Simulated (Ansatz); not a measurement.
Structures of equal composition on the (0001) surface of wurtzite GaN (Ga plane on top): 2x2 In adatom at H3; 2x2 In adatom at T4. The slabs share one bottom face, and each structure is named by its start. These are constructed structures in small cells; real faces may alloy, dewet or reconstruct in larger ones, and not all known structures of the face are among them. Slabs of about 14 Å with all that they carry, Fermi-Dirac smearing of 0.025 eV. Bottom of the slabs: H caps. Relaxed from the named starts with such symmetry as they have, on meshes of like density; energies extrapolated to zero smearing; no spin-orbit coupling, no U. Spin-polarised runs, if any, are marked in brackets, and their order is one that fits the cell; the others ran without spin. Where a second, spin-polarised start was run, the lower counts.

Host crystal: wurtzite GaN, with a band gap (PBE, scalar-relativistic without spin-orbit coupling).

All values below come from PBE (plane waves to 420 eV, PAW; Ansatz, a first-principles code).

**Question.** Put the candidates in order of energy per 1x1 cell, lowest first, for PBE.

**Answer.** 2x2 In adatom at T4 (0.000 eV, a narrow gap of 0.08 eV by band count), 2x2 In adatom at H3 (0.033 eV, a narrow gap of 0.04 eV by band count)
